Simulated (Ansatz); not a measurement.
System: CaO (model structure, started from the CsCl type, Pm-3m, No. 221, 2 atoms in the cell; like a known high-pressure phase). Method: dielectric-dependent PBEsol hybrid (PAW; Ansatz, a quantum-chemistry and plane-wave program).

Settings: plane-wave cutoff 460 eV, 8×8×8 k mesh, Fermi–Dirac smearing 0.01 eV, scalar-relativistic PAW data made under PBE.

Cell (relaxed with PBEsol):

```
CELL_PARAMETERS angstrom
      2.88821     0.00000     0.00000
      0.00000     2.88821     0.00000
      0.00000     0.00000     2.88821
ATOMIC_POSITIONS crystal
  Ca 0.00000 0.00000 0.00000
  O  0.50000 0.50000 0.50000
```

Problem. Give the computed band gap and smallest direct gap on the k points sampled.

Solution. 
- band gap = 4.83 eV (on the SCF k mesh) (indirect)
- smallest direct gap on the k points sampled = 5.18 eV

Note: cell and atoms aren't relaxed at this level (pressure -1.6 GPa).

Computing time: roughly 70 core-seconds.

A model structure was made by putting elements into a prototype or built by hand; it is no filed structure, need not be a known phase, and can be a saddle point held by its symmetry.
